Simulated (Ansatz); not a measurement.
## BN under load (space group I-4m2): band-edge transport data

Input:

```xyz
2
Lattice="0.0000 1.8293 1.6876 1.8293 0.0000 1.6876 1.8293 1.8293 0.0000" Properties=species:S:1:pos:R:3 pbc="T T T"
B      0.0000     0.0000     0.0000
N      0.9147     0.9147     0.8438
```

These are r2SCAN, rigid bands (plane waves, PAW, scalar-relativistic; Ansatz, a quantum-chemistry and plane-wave program) values and carry that method's errors. Condition of this run: uniaxial stress along [001] of 45 GPa (compression positive) (the target of the relaxation). Cell: cell and atoms relaxed with PBEsol, then loaded as said.

```json
{
 "band_gap": "3.65 eV",
 "electron conductivity mass (300 K, dilute)": "0.31 (x), 0.31 (y), 0.74 (z) mₑ",
 "hole conductivity mass (300 K, dilute)": "0.52 (x), 0.52 (y), 0.61 (z) mₑ",
 "effective density of states N_c (300 K)": "6.7e18 cm⁻³",
 "effective density of states N_v (300 K)": "9.7e18 cm⁻³",
 "density_of_states_mass_electrons": "0.42 mₑ",
 "density_of_states_mass_holes": "0.53 mₑ",
 "Seebeck coefficient, n-type 1e19 cm⁻³, 300 K": "-191 μV/K",
 "best n-type power factor at 300 K for τ = 10 fs (best axis; densities from 1e16 to 1e21 cm⁻³ tried, whether or not they can be reached)": "3.6 μW/(cm·K²) at 3e19 cm⁻³",
 "Seebeck coefficient, p-type 1e19 cm⁻³, 300 K": "219 μV/K"
}
```

Rigid bands; masses and Seebeck coefficients take one relaxation time τ for all states and one kind of carrier; polarons and phonon drag are left out. Spin-orbit coupling is left out. Geometry: cell and atoms relaxed with PBEsol.
